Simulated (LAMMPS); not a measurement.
System: a melt made from Ni (fcc), 2048 atoms, at 1380 K and 0 GPa, brought to that temperature within a few picoseconds.

Model: classical MD, pair style adp, file Ni.adp (LAMMPS).

```
t (ps)  MSD (Å²)
------  --------
0.1000     0.236
0.2000     0.348
0.3000     0.432
0.4000     0.506
0.5000     0.573
0.6000     0.639
0.7000     0.700
0.8000     0.759
0.9000     0.818
1.100      0.933
1.300       1.05
1.500       1.17
1.700       1.28
2.000       1.45
2.300       1.62
2.700       1.84
3.200       2.14
3.700       2.42
4.300       2.77
5.000       3.17
5.800       3.63
6.800       4.23
7.900       4.87
9.200       5.63
10.70       6.50
12.50       7.54
14.50       8.71
16.90       10.1
19.60       11.7
22.80       13.7
26.60       16.0
30.90       18.6
36.00       21.8
```

Question: Extract the state found, the self-diffusion coefficient of Ni (not corrected for cell size).

Answer: In three dimensions D is one sixth of the slope of the MSD at long times (fitted over 20 to 60 % of the run); 1 Å²/ps is 1e-4 cm²/s. state found: liquid; self-diffusion coefficient of Ni (not corrected for cell size): (1.01 ± 0.02) × 10^-5 cm²/s.

Caution: this liquid lies under the melting point of about 1800 K that EAM-type Ni.adp gives, so it is undercooled.
